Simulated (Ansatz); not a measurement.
Start from KZnF$_{3}$ in the cubic perovskite structure (space group Pm-3m, No. 221; a = 4.127 Å).

Now apply this change: cell and atoms relaxed at a pressure of 1.5 GPa.

All numbers come from PBE/PAW in Ansatz (a program for electronic structure), no spin-orbit coupling.

Base, band edges from the VBM (valence, conduction): M 0.00, 7.84; R 0.00, 8.54; X -1.45, 6.34; Γ -1.51, 3.71 eV.

Problem. Give the band edges at the high-symmetry points of the new zone, measured from its valence-band maximum.

Solution. 
| point | valence edge (eV) | conduction edge (eV) |
|---|---|---|
| Γ | -1.62 | 3.77 |
| X | -1.54 | 6.44 |
| M | 0.00 | 7.93 |
| R | 0.00 | 8.53 |

The gap is 3.77 eV, indirect, R → Γ.

Load acts through the strain it causes; cell and atoms are relaxed under it. Whether these cells are dynamically stable was not tested. Many cubic perovskites are stable only at high temperature; tilts and polar distortions were not tested.
